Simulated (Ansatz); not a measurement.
Take InAs in the zinc blende structure (space group F-43m, No. 216; a = 6.1093 Å) as the base.

All numbers come from DFT with r2SCAN, PAW potentials and a 500 eV plane-wave cutoff in Ansatz (a first-principles code), without spin-orbit coupling.

Base values:

- Lattice parameter a: 610.9 pm

Perturbation: cell and atoms relaxed at a pressure of 22.5 GPa.

### Question
What happens to the lattice parameter a?

### Answer
The lattice parameter a shrinks by 45.07 pm (610.9 pm → 565.9 pm).

Load acts through the strain it causes; cell and atoms are relaxed under it. Whether these cells are dynamically stable was not tested. Measured, InAs leaves this structure (for rock salt) near 7 GPa (temperature not stated; as listed in Datta, Sujoy, Jana, Debnarayan, arXiv (2020)).
